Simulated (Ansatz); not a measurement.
C interstitial started as a split pair with C (4H silicon carbide host)

These are PBE, PAW (plane waves to 420 eV; Ansatz, a quantum-chemistry and plane-wave program) values and carry that method's errors. The supercell holds 96 host sites (3×2×1 repeats of the unit cell), with a 2×2×2 shifted k-point sampling for the final energies. Site at the start: split with C(k). Finite-size correction: monopole term and site-potential alignment. Dielectric constants: PBE linear response of the host. Host gap at this level: 2.23 eV. These values are not converged in cell size to better than tenths of an eV. PBE underestimates the host's gap, which shifts levels and can delocalise carriers. Spin–orbit coupling is left out. Each state is the lowest found from its start.

Formation energies E_f are given with the Fermi level at the valence-band maximum. Chemical conditions: C-rich (Δμ(C) = 0.00 eV; only phases computed here count, gases as isolated molecules at 0 K); Si-rich (Δμ(C) = -0.41 eV; only phases computed here count, gases as isolated molecules at 0 K). Reference phases: C: graphite.

The name describes the start; the neighbours show where the added atom ended.

```json
[
 {"charge": "+2", "moment (μB)": "not spin-polarised", "largest move off a lattice site (Å)": "0.35", "neighbours of the added atom at the end (Å)": "C 1.27, Si 1.89, Si 1.89", "image correction with alignment (eV)": "0.87", "E_f, C-rich (eV)": "4.68", "E_f, Si-rich (eV)": "5.08", "above the lowest spin state (eV)": "0.00"},
 {"charge": "+1", "moment (μB)": "1.0", "largest move off a lattice site (Å)": "0.31", "neighbours of the added atom at the end (Å)": "C 1.32, Si 1.84, Si 1.84", "image correction with alignment (eV)": "0.26", "E_f, C-rich (eV)": "5.24", "E_f, Si-rich (eV)": "5.65", "above the lowest spin state (eV)": "0.00"},
 {"charge": "0", "moment (μB)": "2.0", "largest move off a lattice site (Å)": "0.28", "neighbours of the added atom at the end (Å)": "C 1.37, Si 1.78, Si 1.80, Si 2.50", "image correction with alignment (eV)": "0.00", "E_f, C-rich (eV)": "6.52", "E_f, Si-rich (eV)": "6.93", "above the lowest spin state (eV)": "0.00"},
 {"charge": "0", "moment (μB)": "not spin-polarised", "largest move off a lattice site (Å)": "0.47", "neighbours of the added atom at the end (Å)": "C 1.38, Si 1.86, Si 1.86, Si 1.90", "image correction with alignment (eV)": "0.00", "E_f, C-rich (eV)": "6.59", "E_f, Si-rich (eV)": "7.00", "above the lowest spin state (eV)": "0.07"},
 {"charge": "−1", "moment (μB)": "1.0", "largest move off a lattice site (Å)": "0.45", "neighbours of the added atom at the end (Å)": "C 1.42, Si 1.84, Si 1.88, Si 1.88", "image correction with alignment (eV)": "0.07", "E_f, C-rich (eV)": "8.16", "E_f, Si-rich (eV)": "8.57", "above the lowest spin state (eV)": "0.00"},
 {"charge": "−2", "moment (μB)": "not spin-polarised", "largest move off a lattice site (Å)": "0.42", "neighbours of the added atom at the end (Å)": "C 1.47, Si 1.80, Si 1.82, Si 1.86", "image correction with alignment (eV)": "0.50", "E_f, C-rich (eV)": "10.23", "E_f, Si-rich (eV)": "10.64", "above the lowest spin state (eV)": "0.00"}
]
```

Not the lowest form: the same atoms on another site or from another start ended lower, by 0.19 eV at charge 0. The levels below are those of this configuration alone.

Transition levels above the valence-band maximum: ε(+2/+1) = 0.56 eV; ε(+1/0) = 1.28 eV; ε(0/−1) = 1.64 eV; ε(−1/−2) = 2.07 eV.

Flagged in the runs: a host whose relaxation on this sampling wasn't shown to rest, a strain field that reaches the edge of the cell.
